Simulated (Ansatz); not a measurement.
**Element substitutions in CdS**

Base system: CdS in the zinc blende structure (space group F-43m, No. 216; a = 5.927 Å).

Each row replaces one element on all its sites; cell and atoms are relaxed.

Calculations: Kohn–Sham DFT with the PBE functional, run in Ansatz (a first-principles code) with PAW and 420 eV plane waves, scalar-relativistic without spin-orbit coupling, earlier PAW set.

| change | band gap | shortest interatomic distance |
|---|---|---|
| base | 1.04 eV | 4.850 bohr |
| S → Si | zero | 4.926 bohr |
| Cd → Zn | 2.01 eV | 4.454 bohr |
| S → Se | 0.49 eV | 5.070 bohr |

Whether these cells are dynamically stable was not tested. As relaxed here, CdSi is a hypothetical phase, not in the database extracts checked. The final runs are not spin-polarised.
